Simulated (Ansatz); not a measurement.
## HfTiO4: pressure series

Base system: HfTiO4 (space group P2_12_12, No. 18; a cell from a computed database, its experimental status unchecked).

```
HfTiO4
1.0
    4.69933     0.00000     0.00000
    0.00000     5.06575     0.00000
    0.00000     0.00000     5.61943
Hf Ti O
2 2 8
Cartesian
  0.00000   0.00000   0.45500
  2.34967   2.53288   5.16442
  0.00000   2.53288   2.40359
  2.34967   0.00000   3.21583
  3.38074   0.81172   4.79086
  1.31860   4.25403   4.79086
  1.03107   1.72115   0.82857
  3.66826   3.34460   0.82857
  1.24458   1.64300   3.51164
  3.45476   3.42275   3.51164
  3.59424   0.88987   2.10779
  1.10509   4.17588   2.10779
```

Cell and atoms are relaxed at each pressure.

Method: DFT with PBEsol, PAW potentials and a 420 eV plane-wave cutoff in Ansatz (a program for electronic structure), no spin-orbit coupling.

Two rows of this table had their results exchanged by mistake.

```json
[
 {"pressure": "pressure −2 GPa", "volume per atom (Å³)": "11.26", "shortest distance (Å)": "1.894", "band gap": "2.69 eV"},
 {"pressure": "pressure −1 GPa", "volume per atom (Å³)": "11.20", "shortest distance (Å)": "1.891", "band gap": "2.71 eV"},
 {"pressure": "pressure 0.3 GPa", "volume per atom (Å³)": "11.13", "shortest distance (Å)": "1.888", "band gap": "2.74 eV"},
 {"pressure": "pressure 0.7 GPa", "volume per atom (Å³)": "11.11", "shortest distance (Å)": "1.887", "band gap": "2.74 eV"},
 {"pressure": "pressure 1.5 GPa", "volume per atom (Å³)": "11.07", "shortest distance (Å)": "1.885", "band gap": "2.76 eV"},
 {"pressure": "pressure 3 GPa", "volume per atom (Å³)": "10.78", "shortest distance (Å)": "1.871", "band gap": "2.87 eV"},
 {"pressure": "pressure 5 GPa", "volume per atom (Å³)": "10.90", "shortest distance (Å)": "1.877", "band gap": "2.83 eV"},
 {"pressure": "pressure 7.5 GPa", "volume per atom (Å³)": "10.99", "shortest distance (Å)": "1.882", "band gap": "2.79 eV"},
 {"pressure": "pressure 10 GPa", "volume per atom (Å³)": "10.66", "shortest distance (Å)": "1.866", "band gap": "2.91 eV"}
]
```

### Question
Which two?

### Answer
The rows for pressure 3 GPa and pressure 7.5 GPa: the volume has to fall steadily with pressure, so 10.99 Å³ belongs to pressure 3 GPa and 10.78 Å³ to pressure 7.5 GPa.

With Hf present, leaving out spin-orbit coupling can change the band edges. Load acts through the strain it causes; cell and atoms are relaxed under it. Whether these cells are dynamically stable was not tested. No other phases were tried under pressure. All final runs are without spin polarisation.
